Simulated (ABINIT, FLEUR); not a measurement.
An ABINIT input for a self-consistent single point of SiGe (P6_3mc, 4 atoms in the cell) (DFT, PBEsol, plane waves, norm-conserving pseudopotentials (PseudoDojo nc-sr-04 PBEsol standard)):

```
# SiGe, PseudoDojo nc-sr-04 PBEsol standard
pp_dirpath "./"
pseudos "Si.upf, Ge.upf"
acell 3*1.0
rprim
         7.3783412897   -0.0000000284    0.0000000000
        -3.6891706203    6.3898310089    0.0000000000
         0.0000000000    0.0000000000   12.1902074902
natom 4
ntypat 2
znucl 14 32
typat 1 1 2 2
xred
         0.6666666667    0.3333333333    0.8746100000
         0.3333333333    0.6666666667    0.3746100000
         0.6666666667    0.3333333333    0.5003900000
         0.3333333333    0.6666666667    0.0003900000
ecut 39
occopt 3
tsmear 0.00073499
nband 24
kptopt 1
ngkpt 10 10 5
nshiftk 1
shiftk 0 0 0
nstep 60
toldfe 1.0e-09
prtwf 0
prtden 0
prtvol 1
enunit 2
```

Q: Translate this input to FLEUR.

A: This is the input that was run; spellings and numerical settings could be chosen otherwise.

Input of the input generator:

```
scf SiGe
&input film=f /
7.3783412897 -0.0000000284 0.0000000000
-3.6891706203 6.3898310089 0.0000000000
0.0000000000 0.0000000000 12.1902074902
1.0
1.0 1.0 1.0

4
14 0.6666666667 0.3333333333 0.8746100000
14 0.3333333333 0.6666666667 0.3746100000
32 0.6666666667 0.3333333333 0.5003900000
32 0.3333333333 0.6666666667 0.0003900000

&comp jspins=1 /
&exco xctyp='PBEs' /
&kpt div1=10 div2=10 div3=5 gamma=t /
&end /
```

```xml
<?xml version="1.0" encoding="UTF-8" standalone="no"?>
<fleurInput fleurInputVersion="0.39">
   <comment>
      scf SiGe                                                                                            
   </comment>
   <calculationSetup>
      <cutoffs Kmax="3.9" Gmax="11.7" GmaxXC="11.7" numbands="0"/>
      <scfLoop itmax="80" minDistance="0.00001" maxIterBroyd="15" imix="Anderson" alpha="0.05" precondParam="0.0" spinf="2.0"/>
      <coreElectrons ctail="T" frcor="F" kcrel="0" coretail_lmax="0"/>
      <xcFunctional name="PBEs" relativisticCorrections="F"/>
      <magnetism jspins="1"/>
      <soc l_soc="F" theta="0.0" phi="0.0" spav="F"/>
      <expertModes spex="0" secvar="F"/>
      <geometryOptimization l_f="T" forcealpha="1.0" forcemix="BFGS" epsdisp="0.00001" epsforce="0.00001"/>
      <ldaU l_linMix="F" mixParam="0.05" spinf="1.0"/>
   </calculationSetup>
   <cell>
      <bzIntegration valenceElectrons="36.0" mode="hist" fermiSmearingEnergy="0.00073499">
         <kPointListSelection listName="default-1"/>
         <!-- k-points included here -->
         <xi:include xmlns:xi="http://www.w3.org/2001/XInclude" href="kpts.xml"> </xi:include>
      </bzIntegration>
      <!-- symmetry operations included here -->
      <xi:include xmlns:xi="http://www.w3.org/2001/XInclude" href="sym.xml"> </xi:include>
      <bulkLattice scale="1.0">
         <bravaisMatrix>
            <row-1>    7.3783412896999998    -0.0000000284000000     0.0000000000000000</row-1>
            <row-2>   -3.6891706203000001     6.3898310088999999     0.0000000000000000</row-2>
            <row-3>    0.0000000000000000     0.0000000000000000    12.1902074902000006</row-3>
         </bravaisMatrix>
      </bulkLattice>
   </cell>
   <atomSpecies>
      <species name="Silicon (Si)" element="Si" atomicNumber="14">
         <mtSphere radius="1.63" gridPoints="575" logIncrement="0.02"/>
         <atomicCutoffs lmax="6" lnonsphr="4"/>
         <electronConfig flipSpins="F">
            <coreConfig>(1s1/2) (2s1/2) (2p1/2) (2p3/2)</coreConfig>
            <valenceConfig>(3s1/2) (3p1/2) (3p3/2)</valenceConfig>
            <stateOccupation state="(3p1/2)" spinUp="0.3333333333333" spinDown="0.3333333333333"/>
            <stateOccupation state="(3p3/2)" spinUp="0.6666666666667" spinDown="0.6666666666667"/>
         </electronConfig>
         <energyParameters s="3" p="3" d="3" f="4"/>
      </species>
      <species name="Germanium (Ge)" element="Ge" atomicNumber="32">
         <mtSphere radius="2.50" gridPoints="883" logIncrement="0.014"/>
         <atomicCutoffs lmax="10" lnonsphr="8"/>
         <electronConfig flipSpins="F">
            <coreConfig>(1s1/2) (2s1/2) (2p1/2) (2p3/2) (3s1/2) (3p1/2) (3p3/2)</coreConfig>
            <valenceConfig>(4s1/2) (3d3/2) (3d5/2) (4p1/2) (4p3/2)</valenceConfig>
            <stateOccupation state="(4p1/2)" spinUp="0.3333333333333" spinDown="0.3333333333333"/>
            <stateOccupation state="(4p3/2)" spinUp="0.6666666666667" spinDown="0.6666666666667"/>
         </electronConfig>
         <energyParameters s="4" p="4" d="3" f="4"/>
         <lo type="HELO" l="2" n="4" eDeriv="0"/>
      </species>
   </atomSpecies>
   <atomGroups>
      <atomGroup species="Silicon (Si)">
         <relPos label="                   1">-1.000/3.000 1.000/3.000 -.1253900000</relPos>
         <relPos label="                   2">1.000/3.000 -1.000/3.000 .3746100000</relPos>
         <force calculate="T" relaxXYZ="TTT"/>
      </atomGroup>
      <atomGroup species="Germanium (Ge)">
         <relPos label="                   3">-1.000/3.000 1.000/3.000 -.4996100000</relPos>
         <relPos label="                   4">1.000/3.000 -1.000/3.000 .0003900000</relPos>
         <force calculate="T" relaxXYZ="TTT"/>
      </atomGroup>
   </atomGroups>
   <output dos="F" band="F" slice="F">
      <checks vchk="F" cdinf="F"/>
      <bandDOS minEnergy="-.5*Htr" maxEnergy="0.5*Htr" sigma="0.015" storeEVData="T"/>
      <vacuumDOS vacdos="F" integ="F" star="F" nstars="0" locx1="0.0" locy1="0.0" locx2="0.0" locy2="0.0" nstm="0" tworkf="0.0"/>
      <unfoldingBand unfoldBand="F" supercellX="1" supercellY="1" supercellZ="1"/>
      <plotting iplot="0" polar="F">
         <plot TwoD="T" vec1="  1.0  0.0  0.0" vec2="  0.0  1.0  0.0" vec3="  0.0  0.0  1.0" zero="  0.0  0.0  0.0" file="plot"/>
      </plotting>
      <chargeDensitySlicing numkpt="0" minEigenval="0.0" maxEigenval="0.0" nnne="0" pallst="F"/>
      <specialOutput eonly="F"/>
      <magneticCircularDichroism mcd="F" energyLo="-10.0" energyUp="0.0"/>
   </output>
  <!-- We include the file relax.xml here to enable relaxations (see documentation) -->
  <xi:include xmlns:xi="http://www.w3.org/2001/XInclude" href="relax.xml"> <xi:fallback/> </xi:include>
</fleurInput>
```

Basis settings and potentials, where a program has them, do not carry over. This input uses DFT, PBEsol, all-electron FLAPW (FLEUR), scalar-relativistic valence. Both were run: gap on the mesh 0.355 eV in ABINIT and 0.366 in FLEUR.

On FLEUR: the starting cell comes from a database of computed structures (which also holds hypothetical and non-ambient phases and stackings), without a prior relaxation at this level. Values depend on the basis (sphere radii, cutoffs, local orbitals), which need not be converged.

On ABINIT: the starting cell comes from a database of computed structures (which also holds hypothetical and non-ambient phases and stackings), without a prior relaxation at this level.
